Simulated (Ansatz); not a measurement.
# YN: isotropic strain −0.99 %

Consider YN in the rock salt structure (space group Fm-3m, No. 225; a = 4.856 Å).

Now apply this change: every lattice vector is shortened by 0.99 %, atoms relaxed at fixed cell.

Calculations: PBEsol (Ansatz, a first-principles code), without spin-orbit coupling. Γ-centred 12×12×12 mesh, Fermi–Dirac width 0.05 eV.

```json
[
 {"quantity": "volume per atom", "base": "14.31 Å³", "changed": "13.89 Å³", "shift": "-0.42 Å³"},
 {"quantity": "space group", "base": "Fm-3m (No. 225)", "changed": "Fm-3m (No. 225)", "shift": "–"},
 {"quantity": "shortest interatomic distance", "base": "2.428 Å", "changed": "2.404 Å", "shift": "-0.024 Å"},
 {"quantity": "energy relative to the base (free energy F)", "base": "0 meV/atom", "changed": "+7.0 meV/atom", "shift": "+7.0 meV/atom"},
 {"quantity": "pressure", "base": "0.0 GPa", "changed": "5.4 GPa", "shift": "+5.4 GPa"},
 {"quantity": "band gap", "base": "0.08 eV", "changed": "zero", "shift": "–"}
]
```

Whether these cells are dynamically stable was not tested. The base started in P3_121 and relaxed to Fm-3m at this level. The final runs are not spin-polarised. Gaps under 0.05 eV, about the width of the smearing, are given as zero. A zero or small gap of YN can be the functional's error rather than a property of the material.
